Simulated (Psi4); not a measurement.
Psi4 1.11, B3LYP/def2-svpd: Cd(F)(Cl)(NH3)2 ([NH3]->[Cd](<-[NH3])([F])[Cl]), 11 atoms. The geometry is a generated start, not checked to be a minimum at this level.

task: energy
method: b3lyp
basis: def2-svpd
memory: 3 GB
maxiter: 100
keys of the molecule block: symmetry c1
scf_type: df (default)
e_convergence: 1e-06 (default)
d_convergence: 1e-06 (default)
dft_radial_points: 75 (default)
dft_spherical_points: 302 (default)
effective core potentials: those of the basis set, past Kr
basis functions: 172
grid points: 236942

```xyz
11

Cd    -0.2684     0.1502     0.9767
F     -1.1539     1.2657    -0.4145
Cl    -1.3199     0.3725     2.9780
N      1.6766     1.1016    -0.0170
H      2.6642     0.9854     0.1951
H      1.4302     2.0864     0.0461
H      1.5095     0.8291    -0.9819
N     -0.9951    -1.5924    -0.4887
H     -1.7820    -2.1414    -0.1551
H     -0.3939    -2.1940    -1.0423
H     -1.3673    -0.8630    -1.0964
```

Charge 0 and multiplicity 1 are set for this test and not shown to be the ground state.

With the defaults (diis = true, scf_initial_accelerator = adiis, damping_percentage = 0, guess = auto, which took SAD, soscf = false, soscf_start_convergence = 0.01, diis_max_vecs = 10) it converges in 9 SCF iterations. One run each on 2 threads, with these changes:
- damping_percentage = 20
- diis_max_vecs = 6
- guess = modhuckel
- diis_max_vecs = 3
- scf_initial_accelerator = none
- guess = sadno
- soscf = true, soscf_start_convergence = 0.1
- guess = huckel
- diis = false, scf_initial_accelerator = none, damping_percentage = 60

Task: Name the settings that don't reach the solution of the defaults.

Result: No convergence: diis = false, scf_initial_accelerator = none, damping_percentage = 60 (the run ends without SCF convergence in 100 iterations). The rest reach the solution of the defaults.

```csv
setting,SCF iterations,JK calls,end
"soscf = true, soscf_start_convergence = 0.1",7,28,same solution
the defaults,9,10,same solution
scf_initial_accelerator = none,9,10,same solution
guess = huckel,10,42,same solution
diis_max_vecs = 6,10,11,same solution
guess = sadno,10,10,same solution
diis_max_vecs = 3,11,12,same solution
guess = modhuckel,11,43,same solution
damping_percentage = 20,22,23,same solution
"diis = false, scf_initial_accelerator = none, damping_percentage = 60",100,101,no convergence
```

An SOSCF iteration holds several JK calls; a Hückel guess adds calls on atoms.
